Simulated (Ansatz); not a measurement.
## AlB2-type YSi2

Level of theory: LDA in Ansatz (plane waves, PAW).

Run with plane-wave cutoff 500 eV, 12×12×10 k mesh (along the axes of the cell as run), Fermi–Dirac smearing 0.05 eV, scalar-relativistic PAW data made under PBE.

Cell: relaxed at this level.

```
Item                                   Result
------------------------------  -------------
equilibrium volume per atom     18.14 Å³/atom
equilibrium lattice constant a        4.035 Å
c axis length                         3.860 Å
band gap                        zero (no gap)
```

Note: the relaxation could not lower the start's symmetry, so the cell can be a saddle point above a distorted one.

Spin–orbit coupling is not included.

Static lattice: no zero-point or thermal effects.

Cost on a shared machine: very roughly 40 core-seconds.

Ansatz is a first-principles code.
